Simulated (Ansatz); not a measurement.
System: 1T (CdI2-type) MnI2. Method: PBE0 (plane waves, PAW; Ansatz, an electronic-structure program).

Run with plane-wave cutoff 460 eV, 6×6×4 k mesh (along the axes of the cell as run), Fermi–Dirac smearing 0.01 eV, spin-polarised with parallel moments, scalar-relativistic PAW data made under PBE.

Computed at the level's own relaxed cell.

Give the computed Γ–Γ gap, smallest direct gap on the k points sampled, lattice parameter a, lattice parameter c and band gap.


Γ–Γ gap: 4.68 eV
smallest direct gap on the k points sampled: 4.25 eV
lattice parameter a: 4.171 Å
lattice parameter c: 7.679 Å
band gap: 4.04 eV (on the SCF k mesh)

Note: the magnetic order was assumed, not searched for or taken from measurement; the cell comes from a level without a dispersion term, which matters for the spacing of layers, chains or molecules; the volume lies 13 % above that of the published cell; the cell has widely spaced layers and the level no dispersion term, so their spacing and the moduli can rest on weak binding.

Spin–orbit coupling is not included; with these elements it can move the gap by several tenths of an eV or more.

It cost around 2.5 core-hours (rough) of CPU time.
